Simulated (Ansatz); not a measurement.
Functionals compared on the (320) surface of fcc Al in its 1x1 cell, outermost plane spacing 0.56 Å in the ideal cut, in Ansatz (plane waves, PAW). The structure was relaxed with PBE; the other rows are single points on it, each with its references at the same level. Cutoff 420 eV (500 eV for r2SCAN).

Model: 19-atom slab, 10.1 Å thick at the start (thin: gaps and levels are the slab's own), 10x5x1 mesh, Fermi-Dirac 0.1 eV, dipole correction, all atoms relaxed; held to the part of the start's symmetry that mesh and held atoms allow; no spin, no spin-orbit, no U. These notes are the PBE run's.

```csv
functional,surface energy (J/m²),work function of the top face (eV),rough cost of the single point
PBE,1.02,4.23,–
LDA,1.21,4.38,about 70 core-seconds (a rough figure)
PBEsol,1.19,4.27,about 70 core-seconds (a rough figure)
RPBE,[?],[?],about 60 core-seconds (a rough figure)
r2SCAN,1.16,4.30,roughly 110 core-seconds
```

**Question.** Complete the blanks.

**Answer.** 
- RPBE, surface energy (J/m²): 0.93
- RPBE, work function of the top face (eV): 4.16

Ansatz is an electronic-structure program.
